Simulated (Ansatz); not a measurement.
Consider BeS in the zinc blende structure (space group F-43m, No. 216; a = 4.8685 Å).

All numbers come from Kohn–Sham DFT with the r2SCAN functional, run in Ansatz (a program for electronic structure) with PAW and 500 eV plane waves, no spin-orbit coupling.

One change was made to it. Results:

```tsv
quantity	base	after
gap character	indirect, Γ → X	indirect, Γ → X
band gap	3.59 eV	3.50 eV
volume per atom	14.42 Å³	13.86 Å³
```

Problem. Name the change that was made.
A) pressure 30 GPa
B) pressure 4.2 GPa
C) pressure 9 GPa

Solution. B, pressure 4.2 GPa. For comparison, the band gap in the other runs: pressure 9 GPa gives 3.40 eV; pressure 30 GPa gives 3.02 eV.

Load acts through the strain it causes; cell and atoms are relaxed under it. No phonon test of stability was made. Competing high-pressure phases were not computed.
